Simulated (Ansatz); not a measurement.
YSiNO2 (model structure, P4/mmm, No. 123, 5 atoms in the cell)

Method: r²SCAN (Ansatz, an electronic-structure program, PAW).

Run with plane-wave cutoff 560 eV, 10×10×8 k mesh (along the axes of the cell as run), Fermi–Dirac smearing 0.01 eV, scalar-relativistic PAW data made under PBE.

Cell (relaxed at this level):

Space group P4/mmm (No. 123); a = b = 3.5784 Å, c = 3.6963 Å, α = β = γ = 90.00°

```csv
atom,site,symmetry,x,y,z
Y,1b,4/mmm,0.0000,0.0000,0.5000
Si,1c,4/mmm,0.5000,0.5000,0.0000
N,1d,4/mmm,0.5000,0.5000,0.5000
O,2f,mmm.,0.0000,0.5000,0.0000
```

```
Quantity                                       Value
-------------------------------------------  -------
band gap                                     2.08 eV
smallest direct gap on the k points sampled  2.63 eV
```

Note: the relaxation could raise the start's symmetry but not lower it, so the cell can be a saddle point.

Spin–orbit coupling is not included.

The computed numbers hold no vibrational or temperature effects.

The result took roughly 12 core-seconds.

A model structure was made by putting elements into a prototype or built by hand; it is no filed structure, need not be a known phase, and can be a saddle point held by its symmetry.
